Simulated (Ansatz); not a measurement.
Consider the following.

```yaml
crystal:
  lattice:
    - [3.18080, 0.00000, 0.00000]
    - [-1.59040, 2.75465, 0.00000]
    - [0.00000, 0.00000, 5.20043]
  atoms:
    - { symbol: Ga, position: [0.66667, 0.33333, 0.49948] }
    - { symbol: Ga, position: [0.33333, 0.66667, 0.99948] }
    - { symbol: N, position: [0.66667, 0.33333, 0.87552] }
    - { symbol: N, position: [0.33333, 0.66667, 0.37552] }
```

The numbers are results of PBEsol with spin-orbit coupling, rigid bands (plane waves, PAW; Ansatz, an electronic-structure program), not measurements. Condition of this run: uniaxial stress zz = -1 GPa (compression positive) (the target of the relaxation). Cell: cell and atoms relaxed with PBEsol, then loaded as said.

Question: What conductivity effective mass do dilute electrons have at 300 K?

Answer: 0.185 (x), 0.185 (y), 0.165 (z) mₑ.

Question: Predict the hole conductivity mass (n e² τ/σ) at 300 K, by direction if it differs.

Answer: 1.36 (x), 1.36 (y), 1.88 (z) mₑ.

Question: And the band gap?

Answer: 1.85 eV at this level; semilocal functionals usually fall short of the measured gap.

Rigid bands, one relaxation time for all states, no polarons.
